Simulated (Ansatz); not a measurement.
Results of PBEsol (PAW; Ansatz, a program for electronic structure) for GaI3 (P2₁/c, No. 14).

Numerical settings: plane-wave cutoff 500 eV, 4×6×4 k mesh (along the axes of the cell as run), gaussian smearing 0.02 eV, scalar-relativistic PAW data made under PBE.

Cell (relaxed at this level):

```
GaI3
1.0
    9.59951     0.00000     0.10636
    0.00000     6.10132     0.00000
   -3.57928     0.00000    11.03602
Ga I
4 12
Direct
  0.80389   0.99759   0.95167
  0.19611   0.00241   0.04833
  0.19611   0.49759   0.54833
  0.80389   0.50241   0.45167
  0.66743   0.24640   0.78530
  0.33257   0.75360   0.21470
  0.33257   0.74640   0.71470
  0.66743   0.25360   0.28530
  0.67141   0.74695   0.05333
  0.32859   0.25305   0.94667
  0.32859   0.24695   0.44667
  0.67141   0.75305   0.55333
  0.99899   0.22776   0.12107
  0.00101   0.77224   0.87893
  0.00101   0.72776   0.37893
  0.99899   0.27224   0.62107
```

**Question.** What does this level give for the band gap?

**Answer.** 
* **band gap**: 2.12 eV (on the SCF k mesh)

Note: the cell has widely spaced layers and the level no dispersion term, so their spacing and the moduli can rest on weak binding.

Spin–orbit coupling is not included; with these elements it can move the gap by several tenths of an eV or more.

The computed numbers hold no vibrational or temperature effects.

It cost roughly 70 core-minutes of CPU time.
